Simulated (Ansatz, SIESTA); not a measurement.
Ti3Be (P6_3/mmc, 8 atoms in the cell) computed with different codes at matched settings

Relaxation of cell and atoms.

```xyz
8
Lattice="5.4973 0.0000 0.0000 -2.7487 4.7608 0.0000 0.0000 0.0000 4.4423" Properties=species:S:1:pos:R:3 pbc="T T T"
Ti     1.4366     0.8294     3.3317
Ti     1.3120     3.9314     1.1106
Ti     0.0000     1.6589     1.1106
Ti     2.7487     3.1020     3.3317
Ti     4.0607     0.8294     3.3317
Ti    -1.3120     3.9314     1.1106
Be     2.7487     1.5869     1.1106
Be     0.0000     3.1739     3.3317
```

Shared settings, as Ansatz (a quantum-chemistry and plane-wave program) writes them: kpoints.mp_grid.grid = 5 5 6; scf.occupations.method = gaussian; scf.occupations.width = 0.1 eV. Potentials and cutoffs stand in the table.

```
code                                                                                                                       model  final volume (Å³/atom)       cutoff
------  ------------------------------------------------------------------------------------------------------------------------  ----------------------  -----------
SIESTA  LDA PW92, numerical atomic orbitals DZP, PseudoDojo LDA standard norm-conserving potentials (rewritten from UPF to PSML)                   13.68  grid 400 Ry
Ansatz                                                                                       LDA (PW92), PAW files made with PBE                   13.89      default
```

On Ansatz's run: spin polarisation is off.

The spread over the programs that give each value: final volume within 0.21 Å³/atom.

SIESTA uses small atom-centred bases, whose incompleteness enters pressures, forces and empty levels differently from a plane-wave cutoff. The programs treat the finite-basis stress differently while the cell relaxes: Ansatz adds an estimate of it.

The starting cell comes from a database of computed structures (which also holds hypothetical and non-ambient phases and stackings), without a prior relaxation at this level. Its lattice was rescaled by a random factor within 2.5 % of one.

Keys are those of Ansatz 0.2.
